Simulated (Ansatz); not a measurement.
Take ZrO₂ in the fluorite structure (space group Fm-3m, No. 225; a = 5.064 Å) as the base.

The other end (x = 1) is ZrC2 in the fluorite structure (space group Fm-3m, No. 225; a hypothetical phase, not in the database extracts checked): 12.36 Å³/atom, gap zero; this end may not be an ambient phase.

Calculations: PBEsol in Ansatz (plane waves to 420 eV, PAW, no SOC).

C replaces a fraction x of O; each row is one arrangement (x, atoms in the cell, starting space group or random), fully relaxed.

One change was made to it. Results:

The band gap changes from 3.33 eV to zero; the mixing energy is +0.30 eV/atom (to 0.01 eV only: unlike meshes or grids) (against an end that may be hypothetical); the shortest interatomic distance falls by 0.015 Å, from 2.193 Å to 2.178 Å; the deviation of the volume from the linear (Vegard-type) interpolation is +2.0 %.

Q: What was done to the base?
(A) x(C) = 0.25, 6 atoms, P-4m2
(B) x(C) = 0.25, 6 atoms, R3m
(C) x(C) = 0.5, 6 atoms, R-3m

A: A, x(C) = 0.25, 6 atoms, P-4m2. For comparison, the mixing energy in the other runs: x(C) = 0.25, 6 atoms, R3m gives +0.36 eV/atom; x(C) = 0.5, 6 atoms, R-3m gives +0.17 eV/atom.

These are small ordered cells, not random alloys; other orderings at the same x differ. Whether these cells are dynamically stable was not tested. The final runs are not spin-polarised. ZrC2 has a high density of states at the Fermi level and may be magnetic at this level. This is not the structure that ZrO2 has at room temperature and ambient pressure.

Ansatz is a program for electronic structure.
